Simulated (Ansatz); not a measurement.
The reference is ZnSe in the zinc blende structure (space group F-43m, No. 216; a = 5.666 Å).

The values are results of Ansatz (a first-principles code), r2SCAN, PAW, cutoff 500 eV, spin-orbit coupling left out, earlier PAW set, not measurements.

Before the change:

| Property | Result |
|---|---|
| Band gap | 1.86 eV |
| Density | 5.27 g/cm³ |

One thing is altered: full substitution Zn → Cd; the structure is relaxed again.

### Question
What happens to the band gap and density?

### Answer
The band gap shrinks by 0.83 eV to 1.03 eV; the density grows by 0.24 g/cm³, from 5.27 g/cm³ to 5.51 g/cm³.

No phonon test of stability was made.
